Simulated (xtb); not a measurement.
xtb 6.7.1, GFN1-xTB: O[Si](O)(O)c1ccc([SiH2]Cl)cc1, 21 atoms. The geometry is a generated start, not checked to be a minimum at this level.

- run flags: --grad
- method: GFN1-xTB
- --acc: 1 (default)
- --etemp (K): 300 (default)
- basis functions: 84
- valence electrons: 66

```xyz
21

Si     3.8197     0.4066     0.5020
Cl     4.1585     2.3226     1.0521
C      1.9700     0.1617     0.2355
C      1.4008     0.2539    -1.0321
C      0.0408     0.1014    -1.2173
C     -0.8092    -0.1520    -0.1452
C     -0.2370    -0.2534     1.1204
C      1.1229    -0.1018     1.3087
Si    -2.6780    -0.3132    -0.3729
O     -2.9768    -0.8083    -1.8917
O     -3.2936    -1.3413     0.7373
O     -3.4615     1.1015    -0.1836
H      4.5517     0.1600    -0.7382
H      4.2937    -0.4552     1.5830
H      2.0387     0.4501    -1.8806
H     -0.3756     0.1706    -2.2105
H     -0.8720    -0.4590     1.9706
H      1.5324    -0.1874     2.3062
H     -3.5509    -0.2816    -2.4404
H     -3.1793    -2.2798     0.6171
H     -3.4950     1.5048     0.6794
```

One run each on 1 thread. Values of broydamp tried: 0.02, 0.05, 0.1, 0.2, 0.4 (default), 0.6, 0.8, 1.

Problem. Predict the course of the SCC iterations along this series.

Solution. Fewest SCC iterations, within one of each other: 0.2 with 12, 0.4 (default) with 11, 0.6 with 12. The count rises to 20 at 0.02. All converge to one solution.

| broydamp | SCC iterations | end |
|---|---|---|
| 0.02 | 20 | same solution |
| 0.05 | 16 | same solution |
| 0.1 | 15 | same solution |
| 0.2 | 12 | same solution |
| 0.4 (default) | 11 | same solution |
| 0.6 | 12 | same solution |
| 0.8 | 14 | same solution |
| 1 | 14 | same solution |
